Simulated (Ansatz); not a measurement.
**A constructed model of the (111) surface of fcc Cu, (√3x√3)R30° layer of C, one a cell, on the site that continues the host's stacking (bottom of the slab: a bare face, its two planes held)**

Method: PBE (plane waves to 420 eV, PAW; Ansatz, an electronic-structure program).

Set-up: 19 atoms, 12.1 Å thick at the start with caps and adatoms (thin: gaps and levels are the slab's own); mesh 10x10x1; 0.1 eV smearing; dipole correction on; 6 atoms held, the rest relaxed; held to the start's symmetry, so lower structures may exist; no spin, no spin-orbit, no U. It is one candidate, not shown to be the stable structure of the face.

```yaml
work_function_of_the_top_face: 5.62 eV
energy_released_by_relaxation: 1.39 eV
cost: around 11 core-minutes (rough)
```
